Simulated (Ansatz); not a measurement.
The starting structures come from a database of crystals and need not be the phases stable at ambient conditions.

Inside the gap of an insulator the Bloch states are evanescent, with a wavenumber k + iκ along the transport direction.

Given:

```yaml
crystal:
  lattice:
    - [4.20360, 0.00000, 0.00000]
    - [0.00000, 4.20360, 0.00000]
    - [2.10180, -2.10180, 2.88322]
  atoms:
    - { symbol: Mg, position: [0.00000, 0.00000, 0.00000] }
    - { symbol: Te, position: [0.50000, 0.50000, 0.00000] }
```

Space group of this cell: I4/mmm. The cell is strained (lengths along the current scaled by 0.97, ions clamped); by PBEsol its mean pressure is 0.6 GPa.

Transport runs along the normal of the first two printed cell vectors, the (001) (indices of the unstrained crystal) plane of the conventional cell.

No gap correction and no spin-orbit coupling; mid-gap values are interpolated between computed energies.

Task: Estimate the band gap and the smallest decay constant κ at mid-gap that PBEsol (Ansatz, a program for electronic structure) returns for this system.

Result: Gap 0.29 eV on a 10×10×10 mesh; κ = 0.105 1/Å, at the zone centre.
